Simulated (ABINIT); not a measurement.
**Equation of state of CsCl-type PdIn (space group 221): energy against volume (ABINIT, LDA)**

```yaml
crystal:
  lattice:
    - [3.12360, 0.00000, 0.00000]
    - [0.00000, 3.12360, 0.00000]
    - [0.00000, 0.00000, 3.12360]
  atoms:
    - { symbol: In, position: [0.50000, 0.50000, 0.50000] }
    - { symbol: Pd, position: [0.00000, 0.00000, 0.00000] }
```

Method: LDA (PW92), norm-conserving pseudopotentials (PseudoDojo nc-sr-04 LDA standard) (plane waves; ABINIT 10.0.3). Settings: pseudos = [In.upf, Pd.upf]; ecut = 106 Ry; occopt = 3; tsmear = 0.00183747 Ha; ngkpt = 15 15 15; nshiftk = 1; shiftk = 0 0 0; potentials = PseudoDojo nc-sr-04 LDA standard; nband = 22; kptopt = 1; nstep = 60; tolvrs = 1e-11. The cell above is the first row's. The rows scale it uniformly. In all rows fractional positions and the k mesh are held. E is the free energy at the stated smearing, counted from the lowest row.

| V (Å^3/atom) | E (meV/atom) |
|---|---|
| 15.238 | ? |
| 15.570 | 34.24 |
| 15.901 | 14.94 |
| 16.232 | 3.86 |
| 16.563 | 0.00 |
| 16.895 | 2.47 |
| 17.226 | 10.49 |
| 17.557 | 23.31 |
| 17.888 | 40.30 |

Taking the third-order Birch-Murnaghan form, a cubic in V^(-2/3) for E over the 8 complete rows: With u = V^(-2/3) - 0.153, the rows have u = 0.007377, 0.005143, 0.002986, 0.000901, -0.001122, -0.003074, -0.004964, -0.006796. Least squares gives E = 0.367 - 1066.74·u + 736291·u² + 4184735·u³. Residuals (row less fit): -0.007, 0.015, 0.002, -0.007, -0.015, 0.008, 0.016, -0.009; standard error 0.015 (degrees of freedom: 4). Its minimum lies at u = 0.000720, so V0 = (0.153720)^(-3/2) = 16.59. There d²E/du² = 1491000 and d³E/du³ = 2.511e7, so B0 = (4/9) × 16.59^(-7/3) × 1491000 × 0.160218 = 151 GPa (the last factor turns the table's units into GPa), and B0' = 4 + (2/3) × 0.153720 × (2.511e7)/1491000 = 5.7. The program's pressures in the fitted runs (not shown) pass through zero at V = 16.59, 0.01 % from this V0.

Task: What does the fit predict for E at V = 15.238, and how far is the calculated value from it?

Result: u = 0.009698, so E = 0.367 - 1066.74 × 0.009698 + 736291 × 0.009698² + 4184735 × 0.009698³ = 63.088 meV/atom. The calculation gives 62.91 meV/atom, 0.178 meV/atom below the prediction (0.3 % of the range of E in the table). The row lies outside the fitted rows, so this is an extrapolation. From the scatter of the fitted rows alone, a prediction at this place has a standard error of 0.046 meV/atom, so the miss is 3.9 times that.

Carrying the step between the two nearest rows on in a straight line would have given 53.60, off by 9.31; series whose last step already gives the withheld value aren't shown. The scan was laid around a cell of about the measured size, scaled by a guess for this functional. The runs keep the symmetry of the cell, so they don't test it for distortions. Spin polarisation is off. Cutoffs and mesh are single choices, not tested for convergence of this quantity. Series with a scatter that would blur these digits, or in which a gap closes, are not shown. Nor are scans whose minimum lies at an end fitted in this form.

Terms beyond the fitted order, or numerical noise in single rows, can give a miss of this size; the table doesn't tell which.
